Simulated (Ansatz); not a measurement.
An Ansatz (a first-principles code) run: C with a change (uniaxial strain ε_xx = +0.79 %); Ansatz, r2SCAN, PAW, cutoff 500 eV, scalar-relativistic without spin-orbit coupling.

Input:

Ansatz 0.2 input:
```yaml
crystal:
  lattice:
    - [0, 1.7801443265, 1.7801443265]
    - [1.7942074667, 0, 1.7801443265]
    - [1.7942074667, 1.7801443265, 0]
  atoms:
    - { symbol: C, position: [0, 0, 0] }
    - { symbol: C, position: [0.25, 0.25, 0.25] }
basis: { ecutwfc: 500, ecutrho_ratio: 4, xc_grid: 4, fft_grid_basis: typed }
kpoints: { mp_grid: { grid: [16, 16, 16] } }
hamiltonian:
  xc: r2scan
  dispersion: none
  pseudopotentials: { kind: paw }
scf: { occupations: { method: fermi_dirac, width: 0.05 }, convergence: { dr2_threshold: 0.0000000002 } }
relax: { f_tol: 0.005, max_steps: 50 }
output: { forces: true, stress: true }
checkpoint: { write: state.ck, write_every: 1000 }
```

Output:

```
Relaxation: its limit of steps is 50 (relax.max_steps)
WARN ansatz: RAYON_NUM_THREADS=1 ignored (pool sized by the plan → 1); use --threads N
Pseudopotentials: kind: paw
Pseudopotential: C, paw, valence charge 4
Functional definition: r2SCAN
Crystal: 2 atoms, lattice volume = 11.371 Å³
Basis set: ecut = 500 eV, 283 PW (Γ), exchange–correlation on 80×80×80 points (64 copies of the dense FFT grid, shifted against one another)
Bands: 8, of which v1, the nominal top of the filled ones, is band 4 counted from 1 (3 counted from 0)
Symmetry: 16 space group operations
Space group: I41/amd (ITA 141), of the structure as read, at distance tolerance 2.2e-5 Å
k-points: 349 of 4096
PAW frozen core: C, regenerated for the run's functional
Initial density: superposition of atomic densities (neutral atoms: chi_scale 0, normalization atom), corrected by the library's trained network
Initial wavefunctions: pseudopotential atomic-orbital guess
Eigensolver: davidson
Functional: x = r2scan, c = r2scan; τ floored in thin density (d = 2e-4 eV/Å³)
SCF iter   1: F=—  HF=-503.053570 eV  |F-HF|=—  |Δ(HF+E_count)|=         —  Δρ=8.84e-3  dr2=2.39e-3  dr2_τ=3.78e-1  ethr=1.77e-3  ⟨swp⟩=5.1  Hψ=18695  notcnv=0
all-band conjugate gradients solve this SCF's bands
preconditioner: auto → none
SCF iter   2: F=—  HF=-503.109053 eV  |F-HF|=—  |Δ(HF+E_count)|=   5.55e-2  Δρ=5.57e-3  dr2=9.75e-4  dr2_τ=5.71e-5  ethr=2.99e-5  ⟨swp⟩=2.0  Hψ=8376  notcnv=0
SCF iter   3: F=—  HF=-503.109078 eV  |F-HF|=—  |Δ(HF+E_count)|=   2.53e-5  Δρ=1.87e-3  dr2=1.19e-4  dr2_τ=1.62e-5  ethr=1.22e-5  ⟨swp⟩=2.0  Hψ=4030  notcnv=0
SCF iter   4: F=—  HF=-503.109111 eV  |F-HF|=—  |Δ(HF+E_count)|=   3.34e-5  Δρ=3.89e-4  dr2=5.12e-6  dr2_τ=3.27e-7  ethr=1.48e-6  ⟨swp⟩=1.4  Hψ=3145  notcnv=0
SCF iter   5: F=—  HF=-503.109113 eV  |F-HF|=—  |Δ(HF+E_count)|=   1.71e-6  Δρ=9.40e-5  dr2=3.02e-7  dr2_τ=3.28e-8  ethr=6.40e-8  ⟨swp⟩=1.6  Hψ=3296  notcnv=0
SCF iter   6: F=—  HF=-503.109113 eV  |F-HF|=—  |Δ(HF+E_count)|=   2.54e-7  Δρ=5.65e-6  dr2=1.04e-9  dr2_τ=1.47e-10  ethr=3.77e-9  ⟨swp⟩=2.2  Hψ=4175  notcnv=0
SCF iter   7: F=-503.109113 eV  HF=-503.109113 eV  |F-HF|=6.03e-12  |Δ(HF+E_count)|=  9.42e-10  Δρ=4.86e-7  dr2=7.65e-12  dr2_τ=1.17e-12  ethr=2.50e-12  ⟨swp⟩=4.6  Hψ=8669  notcnv=0
SCF 1 converged in 7 iterations: F = -503.109113 eV  dr2 = 7.65e-12
relax step   1: F+E_penalty+E_count = -503.10911345 eV  Δ(F+E_penalty+E_count) = +0.000e0 eV  max|allowed force component| = 2.220e-16 eV/Å  Δτ_max = 0.0000 Å  (7 SCF iters, accepted)
Crystal: 2 atoms, lattice volume = 11.371 Å³
Initial density: handed on by an earlier stage of this run
Initial wavefunctions: those handed on with the density
iter 1 solved again at ethr=1.00e-12 eV; its pass at ethr=3.10e-3 eV (dr2=7.70e-12 eV) is discarded
SCF iter   1: F=—  HF=-503.109113 eV  |F-HF|=—  |Δ(HF+E_count)|=         —  Δρ=4.86e-7  dr2=7.65e-12  dr2_τ=1.17e-12  ethr=1.00e-12  ⟨swp⟩=1.0  Hψ=20410  notcnv=0
preconditioner: auto → none
SCF iter   2: F=-503.109113 eV  HF=-503.109113 eV  |F-HF|=1.48e-12  |Δ(HF+E_count)|=  4.55e-12  Δρ=2.43e-7  dr2=1.87e-12  dr2_τ=2.59e-13  ethr=1.00e-12  ⟨swp⟩=3.0  Hψ=6967  notcnv=0
SCF 2 converged in 2 iterations: F = -503.109113 eV  dr2 = 1.87e-12
the relaxation is at rest under the 16 symmetry operations that the run kept from its start: a minimum is not shown …
SCF converged after 2 iterations
Free energy (F): -503.109113 eV
Harris-Foulkes:  -503.109113 eV  (|F-HF|=1.48e-12)
Internal energy: -503.109113 eV  (E = F + TS)
E sigma→0 (E₀):  -503.109113 eV
Fermi energy:    15.387396 eV
--- Per-component energies (eV) ---
  E_band       = 30.040007
  E_kinetic    = 183.962875
  E_local      = -121.302418  (includes V_loc(G=0)·N_el)
  E_nonlocal   = 52.488701
  E_hartree    = 26.708075
  E_xc         = -95.814883
  E_vxc        = -132.397741  (∫ρ·V_xc dr)
  E_paw        = -201.419908  (= ΣΔE_a)
  E_vpaw       = -13.114848  (= ΣTr[D̂ρ^β])
  E_aug_tail   = 0.000008  (compensation charges beyond the density's cutoff)
  E_vtau       = 6.987281  (kinetic-family band-sum trace: ∫τ·v_τ [+ j·A + Jᵃ·Aᵃ] dr)
  E_ewald      = -347.682016
  E_core_change = -0.049547  (= ΣΔE_core)
  E_smearing   = -0.000000  (= −TS)
  E_closure    = 0.000000  (closes the sum)
  Σ components = -503.109113   (vs F -503.109113, Δ=0.00e0)
  [band-id]    e_kinetic+e_local+e_nonlocal+2·e_hartree+e_vxc+e_vpaw+e_augmentation_tail+e_vtau = 30.040008   (vs E_band 30.040007, Δ=1.26e-6)
--- Forces (eV/Å), atoms counted from 1 ---
  atom   1  C      0.00000000     0.00000000     0.00000000
  atom   2  C      0.00000000     0.00000000    -0.00000000
  max |Σ_I F_I| component: 0.00e0 eV/Å
--- Stress (GPa, compression-positive) ---
       -8.690381       0.000000       0.000000
        0.000000      -0.891250       0.000000
        0.000000       0.000000      -0.891250
  P = ⅓ Tr σ = -3.4910 GPa (-34.910 kbar)
  The stress holds the Pulay correction. Without it, at fixed plane waves, as pw.x and ABINIT print it: P = -3.5656 GPa
  The stress includes an estimate of the error left by incomplete SCF convergence (largest component -0.0000 GPa).
--- Band table ---
  band table: none
--- Relaxed structure (1 steps of the walk, 1 accepted, 0 SCFs on fresh bases) ---
  F+E_penalty+E_count = -503.10911345 eV   max|allowed force component| = 2.220e-16 eV/Å
  atoms:
    - { symbol: C, position: [0.0, 0.0, 0.0] }
    - { symbol: C, position: [0.25, 0.25, 0.25] }
```

Stability against distortions was not tested. The cell was made from C in the diamond structure (space group Fd-3m, No. 227) by this change: uniaxial strain ε_xx = +0.79 %.
